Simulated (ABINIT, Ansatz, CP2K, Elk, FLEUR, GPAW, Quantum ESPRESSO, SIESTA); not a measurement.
**One structure in several programs: MgCd2 (C2/m, 6 atoms in the cell)**

Self-consistent single point, at a second geometry (lattice scaled by 0.98). First geometry:

```xyz
6
Lattice="5.8437 -1.5427 0.0000 5.8437 1.5427 0.0000 -2.1710 0.0000 7.0354" Properties=species:S:1:pos:R:3 pbc="T T T"
Mg     5.1057     0.0000     1.3927
Mg     4.4106     0.0000     5.6428
Cd     1.9399     0.0000     0.9691
Cd     7.5764     0.0000     6.0663
Cd     9.0544     0.0000     3.3053
Cd     0.4619     0.0000     3.7301
```

Shared settings, as Ansatz (a quantum-chemistry and plane-wave program) writes them: kpoints.mp_grid.grid = 5 5 3; scf.occupations.method = fermi_dirac; scf.occupations.width = 0.1 eV. Potentials and cutoffs stand in the table.

| code | model | ΔF from the first geometry (meV/atom) | pressure (GPa) | largest force (eV/Å) | cutoff |
|---|---|---|---|---|---|
| ABINIT | LDA (PW92), PAW (JTH v2.0 LDA PAW) | -19.2 | -1.05 | 0.079 | 20 Ha |
| SIESTA | LDA PW92, numerical atomic orbitals TZP, PseudoDojo LDA standard norm-conserving potentials (rewritten from UPF to PSML) | -16.4 | -0.19 | 0.321 | grid 350 Ry |
| GPAW | LDA (Perdew-Wang 92), GPAW PAW datasets LDA (gpaw-data 1.0.1) | -22.0 | -1.32 | 0.101 | 800 eV |
| CP2K | LDA (Pade form), GPW, DZVP-MOLOPT-SR-GTH basis, GTH-PADE potentials (GTH_POTENTIALS) | -7.9 | 0.80 | 0.087 | grid 1000 Ry |
| FLEUR | LDA (Vosko-Wilk-Nusair), all-electron FLAPW (FLEUR), scalar-relativistic valence | -19.9 | – | – | Kmax 3.8 1/bohr |
| Ansatz | LDA (PW92), PAW files made with PBE | -19.6 | -0.93 | 0.077 | default |
| Quantum ESPRESSO | LDA (PZ), GBRV 1.5 ultrasoft (LDA) pseudopotentials | -18.5 | -1.12 | 0.067 | 40 Ry |
| Elk | LDA (PW92), all-electron FP-LAPW, Elk's shipped species files, default APW+lo basis | -24.9 | – | – | rgkmax 7 |

Size of the force on each atom (eV/Å): Sizes of forces hide their directions.

```csv
code,Mg1,Mg2,Cd3,Cd4,Cd5,Cd6
ABINIT,0.041,0.041,0.049,0.049,0.079,0.079
SIESTA,0.057,0.057,0.267,0.267,0.321,0.321
GPAW,0.047,0.047,0.071,0.071,0.101,0.101
CP2K,0.084,0.084,0.052,0.052,0.087,0.087
Ansatz,0.041,0.041,0.047,0.047,0.077,0.077
Quantum ESPRESSO,0.040,0.040,0.034,0.034,0.067,0.067
```

A dash marks a value that a program does not give, or that is left out as unsure.

The spread over the programs that give each value: ΔF from the first geometry within 17.0 meV/atom; pressure within 2.12 GPa; largest force within 0.254 eV/Å.

SIESTA and CP2K use small atom-centred bases, whose incompleteness enters pressures, forces and empty levels differently from a plane-wave cutoff. FLEUR and Elk treat all electrons, but the usual bases taken here (sphere radii, linearisation, local orbitals, empty states) were not tested for convergence, so the values are no reference for the others. Ansatz's pressure is given at a fixed set of plane waves, as the other plane-wave codes print theirs. The same LDA comes in different parametrisations, which differ slightly. In the pressure, CP2K (by 1.88) lies more than 1 GPa from the median of the plane-wave programs. In the force vectors, SIESTA (by 0.243) lies more than 0.08 eV/Å from the median of the plane-wave programs.

The shared mesh is coarse (it stands for a supercell whose shortest vector is 15 Å), so the values are not converged in it.

The starting cell comes from a database of computed structures (which also holds hypothetical and non-ambient phases and stackings), without a prior relaxation at this level. For this run, on top of that: lattice scaled by 0.98.

Keys are those of Ansatz 0.2.
